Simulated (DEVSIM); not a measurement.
Device: isotype n-n heterojunction Al0.3Ga0.7N/GaN, at 300 K.

Layer 1 from the left is Al0.3Ga0.7N, thickness (μm) 0.280, Nd (cm⁻³) 2.2e16, τn (s) 1.2e-9, τp (s) 1.2e-9. Layer 2 from the left is GaN, thickness (μm) 0.910, Nd (cm⁻³) 2.2e16, τn (s) 1.2e-9, τp (s) 1.2e-9.

Left contact: ohmic. Right contact: ohmic. Voltage is applied to the left contact. Recombination: SRH at mid-gap. Mobility is μmin + (μ − μmin)/(1 + (N/Nref)^α).

Constants are typed, rounded textbook-type inputs, not results; the design itself was drawn at random and stands for no fabricated device. Values at 300 K.

Al0.3Ga0.7N: gap (eV) 4.021, affinity (eV) 3.686, permittivity 9.32, Nc (cm⁻³) 2.3e18, Nv (cm⁻³) 4.6e19, μn (cm²/Vs) 444, μp (cm²/Vs) 30, μn,min 55, μp,min 3, Nref,n 2e17, Nref,p 3e17, αn 1, αp 2. GaN: gap (eV) 3.43, affinity (eV) 4.1, permittivity 9.5, Nc (cm⁻³) 2.3e18, Nv (cm⁻³) 4.6e19, μn (cm²/Vs) 1200, μp (cm²/Vs) 100, μn,min 55, μp,min 3, Nref,n 2e17, Nref,p 3e17, αn 1, αp 2.

Simulated with DEVSIM: 1D drift-diffusion, Boltzmann statistics, complete ionisation; no tunnelling, impact ionisation, image-force lowering or self-heating. Band offsets follow the typed affinities; no thermionic-emission limit at abrupt steps, no polarisation charge.

What does the simulation give for the potential step across the device at zero bias, the dark forward voltage at 1 A/cm²?

potential step across the device at zero bias 0.414 V; dark forward voltage at 1 A/cm² 1.094 V.
